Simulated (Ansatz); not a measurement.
Take PtSe2 in the CdI2 type structure (space group P-3m1, No. 164; layered; relaxed with 0.1 eV smearing) as the base.

```xyz
3
Lattice="3.7722 0.0000 0.0000 -1.8861 3.2668 0.0000 0.0000 0.0000 4.8212" Properties=species:S:1:pos:R:3 pbc="T T T"
Pt     0.0000     0.0000     0.0000
Se     0.0000     2.1779     1.2800
Se     1.8861     1.0889     3.5412
```

The values are results of Ansatz (an electronic-structure program), PBE-D3(BJ), PAW, cutoff 420 eV, no spin-orbit coupling, not measurements.

Strains are applied to the cell and any free atomic positions relax.

One change was made to it. Results:

```csv
quantity,base,after
energy relative to the base (free energy F),0 meV/atom,+1.1 meV/atom
"pressure (mean of the normal stresses, compression positive)",0.0 GPa,1.3 GPa
largest internal atomic displacement,–,0.013 Å
```

Problem. Which change produced these results?
(A) isotropic strain −1.00 %
(B) isotropic strain +1.50 %
(C) isotropic strain −2.50 %
(D) isotropic strain −0.50 %

Solution. D, isotropic strain −0.50 %. For comparison, the energy relative to the base in the other runs: isotropic strain −2.50 % gives +32 meV/atom; isotropic strain −1.00 % gives +4.7 meV/atom; isotropic strain +1.50 % gives +9.6 meV/atom.

Whether these cells are dynamically stable was not tested. All final runs are without spin polarisation.
